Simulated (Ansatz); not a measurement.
The reference is ZnCu2GeS4 (space group I-4, No. 82; a = 5.2668 Å, c = 10.4854 Å). Axes: x, y, z lie along a, b, c of the conventional cell.

Calculations: PBEsol (Ansatz, a quantum-chemistry and plane-wave program; PAW; 420 eV plane waves; no spin-orbit coupling), earlier PAW set.

Base values:

```
Quantity   Result
--------  -------
Band gap  0.60 eV
```

Modification: a pure shear with ε_yz = ε_zy = -0.0066; the atoms relax in the strained cell.

Task: How does this affect the energy relative to the base and band gap?

Result: The energy rises by 0.5 meV/atom; the band gap stays 0.60 eV.

No phonon test of stability was made. All final runs are without spin polarisation.
